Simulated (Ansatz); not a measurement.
Al (Fm-3m) under hydrostatic pressure: mean free path at 300 K by PBEsol, DFPT electron-phonon coupling, linearised Boltzmann equation (plane waves, PAW, scalar-relativistic; Ansatz, an electronic-structure program). The unloaded cell, whose axes the loads refer to:

```xyz
1
Lattice="0.0000 2.0054 2.0054 2.0054 0.0000 2.0054 2.0054 2.0054 0.0000" Properties=species:S:1:pos:R:3 pbc="T T T"
Al     0.0000     0.0000     0.0000
```

| hydrostatic pressure (GPa) | volume per atom (Å³) | mean free path at 300 K (nm) |
|---|---|---|
| -4 | 17.05 | 19.1 |
| 0 | 16.13 | 23.4 |
| 5 | 15.28 | 28.2 |
| 15 | 14.10 | ? |

### Question
Fit a straight line to ln(mean free path at 300 K) against the load over the rows given, and predict the row at 15 GPa.

### Answer
The means are x̄ = 0.333 GPa and ȳ = 3.1472; Σ(x − x̄)(y − ȳ) = 1.751 and Σ(x − x̄)² = 40.67, so the slope is 4.30 % per GPa, and the rows given lie within 2.0 % of the line. At 15 GPa the line gives 43.8 nm; the calculation gives 39.1 nm, 12 % from it, so the trend bends or changes character over this range.

Metals; harmonic phonons alone scatter; means over directions. The mean free path is weighted by the current that each state carries. Halving the electron mesh moves these values by up to 5 %; q meshes are mostly untested. Some of the runs warned that the eigensolver left states short of its tolerance. Spin-orbit coupling is left out. Stresses and pressures are the targets of the relaxation. The structure type is held at every load. Geometry: relaxed with this functional, without spin-orbit coupling.
